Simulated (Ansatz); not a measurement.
PBE against PBEsol: HfO2, O → Cl

Take HfO2 in the fluorite structure (space group Fm-3m, No. 225; a = 5.0976 Å) as the base.

(Cell as relaxed with PBE.)

Levels (all Ansatz, an electronic-structure program, PAW): PBE (420 eV, no spin-orbit coupling); PBEsol (420 eV, scalar-relativistic without spin-orbit coupling).

Each level relaxes its own structure.

| base | PBE | PBEsol |
|---|---|---|
| volume per atom | 11.04 Å³ | 10.69 Å³ |
| lattice parameter a | 5.098 Å | 5.044 Å |
| band gap | 3.75 eV | 3.69 eV |

It is then changed as follows: Cl takes the place of O on all its sites, then cell and atoms are relaxed.

| quantity | PBE | PBEsol |
|---|---|---|
| lattice parameter a | 6.320 Å | 6.187 Å |
| largest site moment | 0.96 μB | 0.81 μB |

PBE's lattice parameter a lies 0.133 Å above PBEsol's (2.1 %); PBE's largest site moment lies 0.15 μB above PBEsol's. Neither level is exact; PBEsol is the comparison here, not a measurement.

The magnetic state is the one reached from the starting moments; the real material's order can differ, and small cells can't hold many antiferromagnetic ones. Spin-orbit coupling, missing from the scalar runs, can matter with Hf. Whether these cells are dynamically stable was not tested. As relaxed here, HfCl2 is a hypothetical phase, not in the database extracts checked. This is not the structure that HfO2 has at room temperature and ambient pressure.
